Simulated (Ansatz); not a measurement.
By PBEsol, the system below comes out a metal.

Without scattering a metal conducts by its projected Fermi surface.

Consider the following.

```
Hf
1.0
    3.12853     0.00000     0.00000
   -1.56427     2.70939     0.00000
    0.00000     0.00000     5.04504
Hf
2
Cartesian
  0.00000   1.80626   1.26126
  1.56427   0.90313   3.78378
```

Space group of this cell: P6_3/mmc, hcp (Mg type). The cell is strained (lengths across the current scaled by 0.98, ions clamped); by PBEsol its mean pressure is 1.1 GPa.

The current flows along the normal of the first two printed cell vectors, the (001) (indices of the unstrained crystal) plane of the conventional cell. No spin-orbit coupling; the value is a mean over 0.1 eV about the Fermi level.

Task: Estimate the ballistic conductance per area that PBEsol (Ansatz, a first-principles code) returns for this system.

Result: 0.62 × 10¹⁵ S/m² for both spins.
